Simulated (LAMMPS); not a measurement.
MD of Fe (bcc) with 10 % of Fe sites Cr at zero pressure over temperature, 4394 atoms; each row names its start.

Model: classical MD, pair style eam/cd, file FeCr.cdeam (LAMMPS).

```csv
"T (K), start",state,volume,enthalpy,"first peak of g(r), Cr-Fe",coordination number of Cr by Fe,D(Cr),D(Fe)
"300, crystal",crystal; no diffusion seen in 30 ps,11.7277 ± 0.0001 Å³/atom,-4.0047 ± 0.0001 eV/atom,"2.49 Å, height 6.4",12.6 (counted to 3.46 Å),-,-
"1290, crystal",crystal; no diffusion seen in 30 ps,12.0970 ± 0.0010 Å³/atom,-3.7248 ± 0.0004 eV/atom,"2.54 Å, height 3.1",12.6 (counted to 3.46 Å),-,-
"1760, melt",liquid,12.921 ± 0.002 Å³/atom,-3.4214 ± 0.0005 eV/atom,"2.60 Å, height 2.6",12.7 (counted to 3.46 Å),(2.3 ± 0.2) × 10^-5 cm²/s,(2.60 ± 0.03) × 10^-5 cm²/s
"2130, melt",liquid,13.269 ± 0.002 Å³/atom,-3.2905 ± 0.0003 eV/atom,"2.61 Å, height 2.4",12.3 (counted to 3.46 Å),(4.7 ± 0.3) × 10^-5 cm²/s,(5.18 ± 0.08) × 10^-5 cm²/s
"2590, melt",liquid,13.760 ± 0.002 Å³/atom,-3.1311 ± 0.0003 eV/atom,"2.55 Å, height 2.3",12.0 (counted to 3.50 Å),(7.9 ± 0.1) × 10^-5 cm²/s,(9.48 ± 0.06) × 10^-5 cm²/s
```

Caution (rows 300, crystal; 1290, crystal): the random arrangement on this lattice is imposed, and need not be a phase that exists in equilibrium.

Caution (rows 1290, crystal; 1760, melt; 2130, melt; 2590, melt): a run this short can hold a crystal over, or a liquid under, the potential's own melting point, which these runs don't give.

States go by the mean squared displacement: a species diffuses where it passes 1.5 Å², still rises and gives D over 1e-6 cm²/s; a crystal has left its structure where atoms lie 0.35 Å off their sites on average or a cubic box changes its shape by 3 %, or the axial ratios of another lie 8 % off the starting cell's, which the potential's own relaxation can also do.

Errors of D are the spread over four groups of atoms in one short run; a floor of about 5 %, a picked value, is safer.

Errors shown are sampling errors alone.
